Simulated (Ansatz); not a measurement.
Structures of equal composition on the (111) surface of fcc Pt: a layer of Cu in place of the second plane; a layer of Cu in place of the third plane. The slabs share one bottom face, and each structure is named by its start. These are constructed structures in small cells; real faces may alloy, dewet or reconstruct in larger ones, and not all known structures of the face are among them. Slabs of about 11 Å with all that they carry, Fermi-Dirac smearing of 0.1 eV. Bottom of the slabs: a bare face, its two planes held. Relaxed from the named starts with such symmetry as they have, on meshes of like density; energies extrapolated to zero smearing; no spin-orbit coupling, no U. Spin-polarised runs, if any, are marked in brackets, and their order is one that fits the cell; the others ran without spin.

Level of theory: PBE (plane waves to 420 eV, PAW; Ansatz, a program for electronic structure).

Problem. Order them by energy per 1x1 cell (lowest first) at the level PBE.

Solution. a layer of Cu in place of the second plane (0.000 eV), a layer of Cu in place of the third plane (0.200 eV)
